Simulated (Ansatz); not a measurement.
Data:

```
CELL_PARAMETERS angstrom
      4.48797     0.00000     0.00000
      2.24399     3.88670     0.00000
      2.24399    -1.29557     3.54145
ATOMIC_POSITIONS crystal
  K  0.00000 0.00000 0.00000
  Cl 0.00000 0.50000 0.50000
```

No spin polarisation.

The values are results of PBEsol, PAW, 420 eV (Ansatz, a quantum-chemistry and plane-wave program; no spin-orbit coupling), not measurements. Γ-centred 9×9×9 mesh, Fermi–Dirac width 0.05 eV.

**Question.** Predict the gap character, valence-band top at Γ, band gap and electron mass.

**Answer.** 
- Gap character = direct at Γ
- Valence-band top at Γ (three highest levels, from the VBM) = 0.00, -0.06, -0.06 eV
- Band gap = 5.01 eV
- Electron mass = 0.44 mₑ (at Γ)

The cells carry an imposed strain or load. Masses are band curvatures over ±0.01 Å⁻¹ around the edge. Whether these cells are dynamically stable was not tested. The cell was made from KCl in the rock salt structure (space group Fm-3m, No. 225) by this change: biaxial strain +1.67 %, plane normal [111], relaxed out of plane.
